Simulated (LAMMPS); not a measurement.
Consider a melt made from Ni (fcc), 256 atoms, at 1730 K and 0 GPa, brought to that temperature within a few picoseconds in molecular dynamics.

Level of theory: MD with a machine-learned potential, pair style snap, file Ni_Zuo_JPCA2020.snap (LAMMPS).

```tsv
r (Å)	g(r)
1.900	0.000
1.940	0.016
1.980	0.006
2.020	0.137
2.060	0.195
2.100	0.387
2.140	0.749
2.180	1.20
2.220	1.69
2.260	2.06
2.300	2.46
2.340	2.73
2.380	2.97
2.420	2.97
2.460	2.71
2.500	2.65
2.540	2.39
2.580	2.17
2.620	2.05
2.660	1.78
2.700	1.61
2.740	1.36
2.780	1.33
2.820	1.12
2.860	0.952
2.900	0.894
2.940	0.824
2.980	0.742
3.020	0.686
3.060	0.668
3.100	0.635
3.140	0.545
3.180	0.583
3.220	0.536
3.260	0.549
3.300	0.571
3.340	0.519
3.380	0.586
3.420	0.550
3.460	0.506
3.500	0.570
3.540	0.559
3.580	0.570
3.620	0.594
3.660	0.628
3.700	0.657
3.740	0.652
3.780	0.753
3.820	0.789
3.860	0.805
3.900	0.825
3.940	0.939
3.980	0.990
4.020	1.01
4.060	1.07
4.100	1.14
4.140	1.16
4.180	1.24
4.220	1.21
4.260	1.19
4.300	1.21
4.340	1.26
4.380	1.31
4.420	1.27
4.460	1.31
4.500	1.31
4.540	1.30
4.580	1.32
4.620	1.29
4.660	1.25
4.700	1.24
4.740	1.22
4.780	1.22
4.820	1.22
4.860	1.17
4.900	1.12
4.940	1.08
4.980	1.05
5.020	1.01
5.060	0.966
5.100	0.911
5.140	0.908
5.180	0.910
5.220	0.857
5.260	0.843
5.300	0.815
5.340	0.797
5.380	0.799
5.420	0.790
5.460	0.797
5.500	0.808
5.540	0.772
5.580	0.814
5.620	0.795
5.660	0.800
5.700	0.838
5.740	0.839
5.780	0.838
5.820	0.871
5.860	0.910
5.900	0.918
```

The data show:
- state found: liquid
- first peak of g(r): 2.40 Å, height 3.0
- coordination number: 12.9 (counted to 3.34 Å)
